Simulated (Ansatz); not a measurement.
The parent structure is PdGe in the rock salt structure (space group Fm-3m, No. 225; a = 5.128 Å; a hypothetical phase, not in the database extracts checked). Axes: x, y, z lie along the cube axes.

Now apply this change: uniaxial stress, 0.5 GPa tension along z, with the cell and atoms free to relax against it.

Levels (all Ansatz, a first-principles code, PAW): PBEsol (420 eV, no spin-orbit coupling); r2SCAN (500 eV, no spin-orbit coupling).

The geometry is relaxed with PBEsol.

- PBEsol pressure: -0.2 GPa

Task: Predict the pressure from r2SCAN.

Result: The pressure goes up by 2.8 GPa to 2.6 GPa.

Single points use the geometry relaxed with PBEsol. Their cutoffs differ, which shifts pressures a little. Load acts through the strain it causes; cell and atoms are relaxed under it. Beyond what the load breaks, stability against distortions was not tested. The final runs are not spin-polarised.
